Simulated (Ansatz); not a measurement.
Start from WC (space group P-6m2, No. 187; a = 2.898 Å, c = 2.828 Å).

One thing is altered: cell and atoms relaxed at a pressure of 15 GPa.

Levels (all Ansatz, a program for electronic structure, PAW): PBEsol (420 eV, scalar-relativistic without spin-orbit coupling); PBEsol+SOC (420 eV, with spin-orbit coupling).

The geometry is relaxed with PBEsol.

| Item | Result |
|---|---|
| PBEsol pressure | 15.0 GPa |

### Question
What does PBEsol+SOC give at this geometry for the pressure?

### Answer
The pressure decreases by 0.5 GPa, from 15.0 GPa to 14.5 GPa.

Single points use the geometry relaxed with PBEsol. Differences between runs with and without spin-orbit coupling are approximate. Load acts through the strain it causes; cell and atoms are relaxed under it. Whether these cells are dynamically stable was not tested. Competing high-pressure phases were not computed. The runs without spin-orbit coupling are not spin-polarised.
